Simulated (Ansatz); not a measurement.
Structure of amorphous Ge20S40Ag12 (periodic cell):

```xyz
72
Lattice="11.6494 0.3001 0.4810 0.3001 12.9809 0.3139 0.4810 0.3139 11.4296" Properties=species:S:1:pos:R:3 pbc="T T T"
Ge     5.3463    11.4339     3.3164
Ge     9.5341     5.0757     3.7210
Ge     1.5966     6.1477     8.3300
Ge    10.9337    10.7970     1.6802
Ge    11.5753     4.0804     8.2595
Ge     3.3541     4.3529    11.0786
Ge     9.1353     8.7053     8.9991
Ge    11.5307     1.7754     5.9603
Ge    10.8173     7.7884     2.5265
Ge     6.6655    11.7674     9.3960
Ge    11.4322     0.6912     8.6066
Ge     9.4013     9.1777     5.3938
Ge     4.3531     5.7333     2.5038
Ge     7.3101    11.4962     0.7987
Ge     7.5113     4.1794     0.8314
Ge     6.5868     5.6124     6.0564
Ge     1.2782     9.9982     7.4526
Ge     2.4533    12.8512     3.6656
Ge     2.8143    11.7275    10.0378
Ge     6.5188     5.3432     9.2289
S      6.8697     2.0728     0.5442
S      2.9184     9.5615     9.2061
S      8.6759    12.5314    10.1826
S     10.9015     2.5534     9.8155
S     10.1612    10.0925     7.4771
S      1.6060     1.0060     6.9000
S      5.2345     6.5095     7.8196
S      2.2992    12.7791     1.4062
S     12.0159    11.9123    10.1836
S      7.4339    12.4971     2.7713
S     10.0583     6.9574     5.9426
S      3.9479     5.9094     4.6922
S      1.8315    10.7765     1.0313
S      2.1248     4.1705     7.4283
S      8.3067     7.0977     7.0780
S     11.3578     9.5163     3.8720
S      1.9789     7.7042     6.8041
S     10.3546    13.3239     7.1793
S     10.9958     6.0977     9.0837
S      6.7966     9.5458     9.0732
S      2.2726    10.9120     4.7188
S      2.8912     3.9961     1.9426
S      4.0893     7.6636     1.4453
S      8.0143     9.4568     1.0385
S      4.1715     0.6356     3.9906
S      9.6318     3.7957     1.5243
S      6.4126     4.7289     2.7839
S      0.3924     1.2963     3.3569
S     10.6315     3.8220     6.2590
S     11.9518     9.0296    12.0511
S      5.7921    12.9225     7.7530
S      3.0793     2.3935    10.1562
S      8.1802     6.1375    10.6170
S      8.7031     7.0008     2.5657
S      7.0065     3.5846     7.9570
S     11.8216     5.9202     3.2514
S      6.0618    10.1915     5.2471
S      5.3828     5.1987    11.1040
S      2.1387     6.2477    10.5612
S      5.6194    11.9287    11.4283
Ag     6.5754     8.3805    11.4394
Ag     4.9018     8.1298     4.8188
Ag     3.9726    11.7276     6.4999
Ag    11.5440     5.5021    11.6136
Ag     3.2898     9.5003     2.8730
Ag     7.4073     8.9710     3.5101
Ag     1.3259     6.4099     4.7762
Ag     4.7902     9.1725     7.5205
Ag     4.9547     2.1894     8.4930
Ag     4.9910     2.3913     2.4354
Ag     8.2725     2.1412     9.6067
Ag     5.1293     1.4986    11.2851
```

Method: PBE-D3(BJ), scalar-relativistic without spin-orbit coupling (plane waves to 420 eV, PAW; Ansatz, a quantum-chemistry and plane-wave program).

It comes from a melt-quench run on a machine-learned potential (CHGNet), relaxed afterwards by DFT. The hot cell started wider than the set density and was brought back towards it in steps. It is the lowest in DFT energy of 3 quenches. It is a model cell: composition and starting density were chosen by hand, and all elements were melted together. The geometry includes D3(BJ) dispersion. Its density started from a set value of 3.56 and ended at 3.88 g/cm³. Cooling (nominally 96 K/ps over its main leg) ran many orders faster than in experiment, which tends to leave more defects and strain. One small periodic cell is one sample of the glass; other quenches scatter about these values. Volume and shape were free in the relaxation. Cycles of charging lowered its energy after that relaxation.

Cut-offs for bonds: Ge-Ge 2.85 Å, Ge-S 2.70 Å, Ge-Ag 3.18 Å, S-S 2.39 Å, S-Ag 3.06 Å, Ag-Ag 3.16 Å.

Question: Give the coordination numbers, mean bond lengths and angles.

Answer: 
The mean coordination of Ge comes out as 3.60 (2 with 2, 4 with 3, 14 with 4) and the mean coordination of S comes out as 2.88 (11 with 2, 24 with 3, 4 with 4, 1 with 5). The mean coordination of Ag is 4.58 (1 with 3, 4 with 4, 6 with 5, 1 with 6), the mean Ge-S bond comes out as 2.320 Å (spread 0.114 Å, 70 counted) and the mean S-Ag bond is 2.601 Å (spread 0.141 Å, 41 counted). The mean Ag-Ag bond comes out as 2.890 Å (spread 0.028 Å, 6 counted), the mean S-S bond comes out as 2.091 Å (spread 0.001 Å, 2 counted) and the bond angle at Ge comes out as mean 105.9°, spread 13.5°. The bond angle at S comes out as mean 101.9°, spread 19.2°. The bond angle at Ag comes out as mean 105.0°, spread 28.7°.

Question: List the pairs of like atoms that count as bonded by the rules above.

Answer: S28-S33 (2.09 Å), S31-S35 (2.09 Å), Ag62-Ag65 (2.87 Å), Ag62-Ag68 (2.90 Å), Ag62-Ag66 (2.95 Å), Ag63-Ag68 (2.87 Å), Ag69-Ag72 (2.88 Å), Ag70-Ag72 (2.87 Å).
